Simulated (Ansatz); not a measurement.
Results of r²SCAN (plane waves, PAW; Ansatz, a quantum-chemistry and plane-wave program) for SiO₂ (P4₁2₁2, No. 92).

Settings: plane-wave cutoff 600 eV, 8×8×6 k mesh (along the axes of the cell as run), scalar-relativistic PAW data made under PBE.

Computed at the level's own relaxed cell.

Elastic tensor (GPa, Voigt notation, ions relaxed):

```
   58.2     4.5    -8.9     0.0     0.0     0.0
    4.5    58.2    -8.9     0.0     0.0     0.0
   -8.9    -8.9    46.9     0.0     0.0     0.0
    0.0     0.0     0.0    75.3     0.0     0.0
    0.0     0.0     0.0     0.0    75.3     0.0
    0.0     0.0     0.0     0.0     0.0    27.8
```

Question: Work out the Voigt, Reuss and Hill averages of the bulk and shear moduli, Young's modulus and Poisson's ratio from the printed constants.

Answer: K_V = [C11 + C22 + C33 + 2(C12 + C13 + C23)]/9 = [163.3 + 2 × -13.3]/9 = 15.2 GPa. G_V = [163.3 − -13.3 + 3 × 178.4]/15 = 47.5 GPa. From the compliances S = C⁻¹, K_R = 14.5 and G_R = 37.7 GPa. Hill means: K = 14.8, G = 42.6 GPa. E = 9KG/(3K + G) = 65 GPa, ν = (3K − 2G)/(6K + 2G) = -0.23, K/G = 0.35.

Computed values are for the static lattice.
